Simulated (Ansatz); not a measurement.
Consider the following.

```xyz
9
Lattice="4.8658 0.0000 0.0000 -2.4329 4.2139 0.0000 0.0000 0.0000 5.2847" Properties=species:S:1:pos:R:3 pbc="T T T"
Si    -1.1246     1.9479     1.7616
Si     1.3083     2.2661     0.0000
Si     2.2492     0.0000     3.5232
O      0.3613     1.7289     1.1893
O      0.7550     3.6624     4.7124
O      3.1879     0.5516     2.3339
O      2.7942     2.4850     0.5723
O      1.3166     1.1774     4.0955
O     -1.1163     3.0366     2.9509
```

No spin polarisation.

Method: plane-wave PAW DFT at the LDA level (Ansatz, an electronic-structure program, 420 eV), no spin-orbit coupling. k-mesh 8×8×6 (Γ-centred); smearing 0.05 eV (Fermi–Dirac).

### Question
Predict the smallest direct gap, gap character and electron mass.

### Answer
The smallest direct gap comes out as 6.15 eV and the gap character comes out as indirect, K → Γ. The electron mass is 0.49 mₑ (at Γ).

The cells carry an imposed strain or load. Effective masses come from finite differences of ±0.01 Å⁻¹. No phonon test of stability was made. The cell was made from SiO₂ (space group P3_221, No. 154) by this change: uniaxial strain ε_zz = −1.50 %.
